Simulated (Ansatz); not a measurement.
An Ansatz (an electronic-structure program) input (r2SCAN/PAW in Ansatz, no spin-orbit coupling):

Ansatz 0.2 input:
```yaml
crystal:
  lattice:
    - [0, 2.1639216522, 2.1639216522]
    - [2.1639216522, 0, 2.1639216522]
    - [2.1639216522, 2.1639216522, 0]
  atoms:
    - { symbol: Ti, position: [0, 0, 0] }
    - { symbol: C, position: [0.5, 0.5, 0.5] }
basis: { ecutwfc: 500, ecutrho_ratio: 4, xc_grid: 4, fft_grid_basis: typed }
kpoints: { mp_grid: { grid: [18, 18, 18] } }
hamiltonian:
  xc: r2scan
  dispersion: none
  pseudopotentials: { kind: paw }
scf: { occupations: { method: fermi_dirac, width: 0.05 }, convergence: { dr2_threshold: 0.0000000002 } }
output: { forces: true, stress: true }
checkpoint: { write: state.ck, write_every: 1000 }
```

Which symmetry and how many k-points will the program report, and about how many plane waves at Γ?

Space group Fm-3m (ITA 225) with 48 operations, k-points 195 of 5832, and 531 plane waves at Γ.

Stability against distortions was not tested. The final runs are not spin-polarised. The cell is TiC in the rock salt structure (space group Fm-3m, No. 225).
